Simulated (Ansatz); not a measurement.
**Spinel GeNi₂O₄**

Method: LDA in Ansatz (PAW).

Numerical settings: plane-wave cutoff 500 eV, 8×8×8 k mesh, Fermi–Dirac smearing 0.05 eV, spin-polarised start, scalar-relativistic PAW data made under PBE.

Cell: relaxed at this level.

```yaml
equilibrium_volume_per_atom: 9.51 Å³/atom
lattice_constant_a: 8.106 Å
band_gap: 0.31 eV (on the SCF k mesh)
```

Note: the magnetic order was assumed, not searched for or taken from measurement; the relaxation could not lower the start's symmetry, so the cell can be a saddle point above a distorted one; a magnet's gap depends somewhat on the PAW data.

Spin–orbit coupling is not included.

The computed numbers hold no vibrational or temperature effects.

Ansatz is a first-principles code.
